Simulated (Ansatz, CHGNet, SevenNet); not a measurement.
# AlB2-type ZrB₂: properties by level of theory

Reference values: lattice constant a 3.17 Å (measured, room temperature, no zero-point or thermal correction; as tabulated in Zhang et al. (2020), arXiv:1911.03307); lattice parameter c 3.532 Å (measured, room temperature, no zero-point or thermal correction; as tabulated in Zhang et al. (2020), arXiv:1911.03307).

```json
[
 {"level (code)": "CHGNet 0.3.0 (CHGNet)", "equilibrium lattice constant a (Å)": "3.179", "c axis length (Å)": "3.538"},
 {"level (code)": "CHGNet-r²SCAN (CHGNet)", "equilibrium lattice constant a (Å)": "3.167", "c axis length (Å)": "3.553"},
 {"level (code)": "SevenNet-0 (SevenNet)", "equilibrium lattice constant a (Å)": "3.181", "c axis length (Å)": "3.545"},
 {"level (code)": "PBE-D3(BJ) (Ansatz)", "equilibrium lattice constant a (Å)": "3.145", "c axis length (Å)": "3.510"},
 {"level (code)": "rVV10 (Ansatz)", "equilibrium lattice constant a (Å)": "3.173", "c axis length (Å)": "3.568"}
]
```

Differences from the reference values (errors of the level alone only where the reference is corrected to a static lattice):

```json
[
 {"level": "CHGNet 0.3.0", "lattice constant a (%)": "+0.28", "lattice parameter c (%)": "+0.17"},
 {"level": "CHGNet-r²SCAN", "lattice constant a (%)": "-0.09", "lattice parameter c (%)": "+0.59"},
 {"level": "SevenNet-0", "lattice constant a (%)": "+0.35", "lattice parameter c (%)": "+0.37"},
 {"level": "PBE-D3(BJ)", "lattice constant a (%)": "-0.79", "lattice parameter c (%)": "-0.62"},
 {"level": "rVV10", "lattice constant a (%)": "+0.09", "lattice parameter c (%)": "+1.02"}
]
```

Nearest: lattice constant a, not ranked (reference at room or unstated temperature); lattice parameter c, not ranked (reference at room or unstated temperature).

Machine-learned potentials (CHGNet 0.3.0, CHGNet-r²SCAN, SevenNet-0) are trained on DFT data, which may include these solids.

Ansatz's density-functional and Hartree–Fock values are scalar-relativistic unless marked +SOC, with PAW data made under PBE.

Differences are worked out from the printed values.

Computed values are for the static lattice.

Ansatz is a quantum-chemistry and plane-wave program.
